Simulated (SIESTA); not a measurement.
Worked example: self-consistent single point of MgSiSb₂ (I-42d, 8 atoms in the cell) in SIESTA.

Method: GGA PBEsol, numerical atomic orbitals DZP, PseudoDojo PBEsol standard norm-conserving potentials (rewritten from UPF to PSML) (SIESTA).

```xyz
8
Lattice="-3.2222 3.2222 5.9716 3.2222 -3.2222 5.9716 3.2222 3.2222 -5.9716" Properties=species:S:1:pos:R:3 pbc="T T T"
Mg     0.0000     0.0000     0.0000
Mg     0.0000     3.2222     2.9858
Si     0.0000     0.0000     5.9716
Si     3.2222     0.0000     2.9858
Sb    -1.4183     1.6111     7.4645
Sb     1.6111     1.4183     4.4787
Sb     4.6405     1.6111     1.4929
Sb     1.6111     1.8039    -1.4929
```

Reference input (self-consistent single point, DFT, GGA PBEsol, numerical atomic orbitals DZP, PseudoDojo PBEsol standard norm-conserving potentials (rewritten from UPF to PSML)): XC.functional = GGA; XC.authors = PBEsol; potentials = PseudoDojo PBEsol standard; PAO.BasisSize = DZP; PAO.EnergyShift = 0.01 Ry; MeshCutoff = 350 Ry; kgrid.MonkhorstPack = 3 3 3; OccupationFunction = FD; ElectronicTemperature = 10 K; MaxSCFIterations = 150; SCF.Mixer.Method = Pulay; SCF.Mixer.Weight = 0.1. This run's input differs from it in these lines:

```diff
@@ -35,5 +35,5 @@
 %block kgrid.MonkhorstPack
-    3   0   0  0.0
-    0   3   0  0.0
-    0   0   3  0.0
+    7   0   0  0.0
+    0   7   0  0.0
+    0   0   7  0.0
 %endblock kgrid.MonkhorstPack
```

Log, with long lists cut:

```
        iscf     Eharris(eV)        E_KS(eV)     FreeEng(eV)     dDmax    Ef(eV) dHmax(eV)
   scf:    1   -13332.471744   -13329.849448   -13329.849448  1.485645 -3.511544  5.008922
   scf:    2   -13330.098490   -13329.978196   -13329.978196  0.010283 -3.796295  4.287489
   scf:    3   -13330.308243   -13330.206204   -13330.206204  0.041963 -3.368537  1.008118
   scf:    4   -13330.286960   -13330.258346   -13330.258346  0.027167 -3.347485  0.022559
   scf:    5   -13330.258452   -13330.258400   -13330.258400  0.000410 -3.338414  0.017861
   scf:    6   -13330.258646   -13330.258533   -13330.258533  0.001714 -3.344827  0.002043
   scf:    7   -13330.258534   -13330.258534   -13330.258534  0.000139 -3.345758  0.001427
   scf:    8   -13330.258534   -13330.258534   -13330.258534  0.000055 -3.345139  0.000247
SCF Convergence by DM+H criterion
max |DM_out - DM_in|         :     0.0000549791
max |H_out - H_in|      (eV) :     0.0002471222
SCF cycle converged after 8 iterations

Using DM_out to compute the final energy and forces

siesta: E_KS(eV) =           -13330.2585

siesta: E_KS - E_eggbox =    -13330.2585

siesta: Atomic forces (eV/Ang):
     1    0.000064    0.000110   -0.000077
     2    0.000110    0.000064   -0.000077
     3    0.000300    0.000185   -0.000130
     4    0.000185    0.000300   -0.000130
     5    0.201924   -0.000415    0.000053
     6   -0.000573   -0.202068    0.000212
     7   -0.202068   -0.000573    0.000212
     8   -0.000415    0.201924    0.000053
   Tot   -0.000473   -0.000473    0.000115
   Max    0.202068
   Res    0.082465    sqrt( Sum f_i^2 / 3N )
   Max    0.202068    constrained

   [... lines left out ...]
siesta: FreeEng =    -13330.258534
siesta: Cell volume =        248.002496 Ang**3
siesta:         -14.09174317        -11.62000686  kBar
   [... lines left out ...]

              0.064   0.038

mulliken: Qtot =       88.000

Mulliken Atomic Populations:
Atom #   charge [q] valence [e]  Species
     1     0.162074    9.837926  Mg
     2     0.162074    9.837926  Mg
     3     0.005962    3.994038  Si
     4     0.005962    3.994038  Si
     5    -0.084003   15.084003  Sb
     6    -0.084033   15.084033  Sb
     7    -0.084033   15.084033  Sb
     8    -0.084003   15.084003  Sb
 Total    -0.000000
```

The run converged in 8 iterations. Against the reference run the free energy falls by 5.3 meV/atom, the pressure moves little (-1.46 to -1.41 GPa), the largest force goes from 0.215 to 0.202 eV/Å and the gap on the mesh moves little (0.732 to 0.736 eV).

The starting cell comes from a database of computed structures (which also holds hypothetical and non-ambient phases and stackings), without a prior relaxation at this level. Spin-orbit coupling is off. Values carry the incompleteness of an atom-centred basis.

Cost on one core of a shared machine: roughly 70 s.
